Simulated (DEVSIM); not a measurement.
Device: illuminated Si n-on-p cell, one wavelength, at 300 K.

| layer (left to right) | material | thickness (μm) | Nd (cm⁻³) | Na (cm⁻³) | τn (s) | τp (s) | absorption coefficient (cm⁻¹) |
|---|---|---|---|---|---|---|---|
| 1 | Si | 0.0570 | 1.5e18 | - | 3.8e-9 | 1.9e-7 | 56000 |
| 2 | Si | 66.0 | - | 9.4e15 | 2.1e-7 | 2.1e-7 | 56000 |

Left contact: ohmic, minority hole recombination velocity 200 cm/s. Right contact: ohmic, minority electron recombination velocity 80 cm/s. Voltage is applied to the left contact. Recombination: SRH at mid-gap, radiative, Auger. Light enters at the left, 1.6e16 photons cm⁻² s⁻¹, one pass, no reflection. Mobility is constant in doping.

This is a model device: material constants are rounded textbook-type values typed into the input, and sizes, dopings and lifetimes were drawn at random. Values at 300 K.

| parameter | Si |
|---|---|
| gap (eV) | 1.124 |
| affinity (eV) | 4.05 |
| permittivity | 11.7 |
| Nc (cm⁻³) | 2.86e19 |
| Nv (cm⁻³) | 3.1e19 |
| μn (cm²/Vs) | 1417 |
| μp (cm²/Vs) | 470 |
| B (cm³/s) | 4.7e-15 |
| Cn (cm⁶/s) | 2.8e-31 |
| Cp (cm⁶/s) | 9.9e-32 |

Model (solved in DEVSIM): 1D drift-diffusion, Boltzmann statistics, complete ionisation; no tunnelling, impact ionisation, image-force lowering or self-heating.

Question: Tabulate band edges, carrier densities and field at zero bias, in the dark.

Answer: Energies count from the Fermi level of the right contact; mesh points crowd at the junctions.

```
x (μm)   Ec (eV)  Ev (eV)  n (cm⁻³)  p (cm⁻³)  field (V/cm)
-------  -------  -------  --------  --------  ------------
0.000      0.076   -1.048    1.5e18     < 1e2           ≈ 0
0.01880    0.076   -1.048    1.5e18     < 1e2           ≈ 0
0.03855    0.076   -1.048    1.5e18     < 1e2           510
0.05633    0.104   -1.020    5.0e17       230         72000
0.09436    0.289   -0.835    4.0e14    290000         42000
0.1609     0.535   -0.589    3.0e10     3.9e9         32000
0.2995     0.840   -0.284    220000    5.3e14         12000
0.7425     0.915   -0.209     12000    9.4e15           ≈ 0
1.452      0.915   -0.209     12000    9.4e15           ≈ 0
2.991      0.915   -0.209     12000    9.4e15           ≈ 0
6.197      0.915   -0.209     12000    9.4e15           ≈ 0
16.44      0.915   -0.209     12000    9.4e15           ≈ 0
33.06      0.915   -0.209     12000    9.4e15           ≈ 0
50.23      0.915   -0.209     12000    9.4e15           ≈ 0
59.88      0.915   -0.209     12000    9.4e15           ≈ 0
63.10      0.915   -0.209     12000    9.4e15           ≈ 0
64.65      0.915   -0.209     12000    9.4e15           ≈ 0
65.40      0.915   -0.209     12000    9.4e15           ≈ 0
65.82      0.915   -0.209     12000    9.4e15           ≈ 0
65.95      0.915   -0.209     12000    9.4e15           ≈ 0
66.02      0.915   -0.209     12000    9.4e15           ≈ 0
66.06      0.915   -0.209     12000    9.4e15           ≈ 0
```
